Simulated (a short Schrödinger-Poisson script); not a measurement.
Symmetric double-gate stack, HfO2 on p-type In0.53Ga0.47As

System: symmetric double-gate stack, HfO2 on p-type In0.53Ga0.47As, at 77 K.

```
layer        material  thickness (nm)  Na (cm⁻³)
-----  --------------  --------------  ---------
1                HfO2            13.2          -
2      In0.53Ga0.47As               5       8e15
3                HfO2            13.2          -
```

The device is made up for the run: typed textbook-type constants, with dimensions and the other settings drawn at random. HfO2: permittivity 22, conduction-band edge (eV) 2.01, gap (eV) 5.7, electron mass (mₑ) 0.2. In0.53Ga0.47As: permittivity 13.9, conduction-band edge (eV) 0, gap (eV) 0.74, Nv at 300 K (cm⁻³) 7.7e18.

Channel valleys (confinement mass, in-plane density-of-states mass, number): Γ 0.041, 0.041, 1. At the gates, both at one voltage, the conduction-band edge of layer 1 lies 2.27 eV − eVg above the Fermi level of the channel. Gaps are held at their typed values at every temperature. Mesh 0.03 nm at interfaces.

From a short Schrödinger-Poisson script (our own, NumPy): 1D Poisson equation in equilibrium, electrons quantum, Hartree (BenDaniel-Duke, 12 states a valley, the channel's in-plane mass for all, wave functions ending at the dielectric), parabolic valleys, classical holes, full ionisation, no traps, pinning or gate leakage.

| Vg (V) | electrons (cm⁻²) | C (μF/cm²) | Γ E0 (meV) | Γ E1 (meV) |
|---|---|---|---|---|
| 0.6 | 1.87e9 | 0.0472 | 27.2 | 1127.5 |
| 0.7 | 5.97e11 | 1.31 | -34.8 | 1064.3 |
| 0.8 | 1.41e12 | 1.31 | -82.6 | 1014.8 |
| 0.9 | 2.23e12 | 1.31 | -130.4 | 965.3 |
| 1 | 3.05e12 | 1.31 | -178.2 | 915.9 |
| 1.1 | 3.87e12 | 1.31 | -226.0 | 866.4 |
| 1.2 | 4.69e12 | 1.31 | -273.7 | 817.0 |
| 1.3 | 5.51e12 | 1.31 | -321.5 | 767.5 |
| 1.4 | 6.33e12 | 1.31 | -369.3 | 718.0 |
| 1.5 | 7.14e12 | 1.31 | -417.1 | 668.6 |
| 1.6 | 7.96e12 | 1.31 | -464.9 | 619.1 |
| 1.7 | 8.78e12 | 1.31 | -512.7 | 569.6 |

Gate voltages with under 1e6 electrons/cm² are left out.

Subbands count from the Fermi level. The capacitance is that of both gates.

Above a few 1e12 electrons/cm² a light Γ valley is non-parabolic and upper valleys begin to fill, which the model leaves out.
